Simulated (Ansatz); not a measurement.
The reference is LaSb in the rock salt structure (space group Fm-3m, No. 225; relaxed with 0.1 eV smearing).

```
CELL_PARAMETERS angstrom
      0.00000     3.22595     3.22595
      3.22595     0.00000     3.22595
      3.22595     3.22595     0.00000
ATOMIC_POSITIONS crystal
  La 0.00000 0.00000 0.00000
  Sb 0.50000 0.50000 0.50000
```

Cartesian axes are those of the cell as printed.

Computed with DFT with PBEsol, PAW potentials and a 420 eV plane-wave cutoff in Ansatz (an electronic-structure program), no SOC.

One thing is altered: compressive biaxial strain of 1.20 % in the plane normal to [110], as in epitaxy on a mismatched substrate; the out-of-plane cell vector and the atoms relax.

Q: What does the calculation give for the in-plane stress and ratio −ε⊥/ε∥ after the change?

A: The mean in-plane stress (compression positive) comes out as +1.3 GPa; the ratio −ε⊥/ε∥ comes out as 0.79.

Stability against distortions was not tested. All final runs are without spin polarisation.
